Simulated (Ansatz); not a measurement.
GaN (model structure, started from the MgO type, Pm-3n, No. 223, 12 atoms in the cell)

These are r²SCAN in Ansatz (plane waves, PAW) values and carry that method's errors.

Run with plane-wave cutoff 560 eV, 6×6×6 k mesh, Fermi–Dirac smearing 0.01 eV, scalar-relativistic PAW data made under PBE.

Cell (relaxed at this level):

```
CELL_PARAMETERS angstrom
      5.50907     0.00000     0.00000
      0.00000     5.50907     0.00000
      0.00000     0.00000     5.50907
ATOMIC_POSITIONS crystal
  Ga 0.25000 0.00000 0.50000
  Ga 0.75000 0.00000 0.50000
  Ga 0.50000 0.75000 0.00000
  Ga 0.50000 0.25000 0.00000
  Ga 0.00000 0.50000 0.75000
  Ga 0.00000 0.50000 0.25000
  N  0.25000 0.50000 0.00000
  N  0.75000 0.50000 0.00000
  N  0.00000 0.75000 0.50000
  N  0.00000 0.25000 0.50000
  N  0.50000 0.00000 0.75000
  N  0.50000 0.00000 0.25000
```

```json
{
 "band_gap": "1.86 eV (on the SCF k mesh)"
}
```

Note: the relaxation could raise the start's symmetry but not lower it, so the cell can be a saddle point.

Spin–orbit coupling is not included.

Computed values are for the static lattice.

A model structure was made by putting elements into a prototype or built by hand; it is no filed structure, need not be a known phase, and can be a saddle point held by its symmetry.

Ansatz is a program for electronic structure.
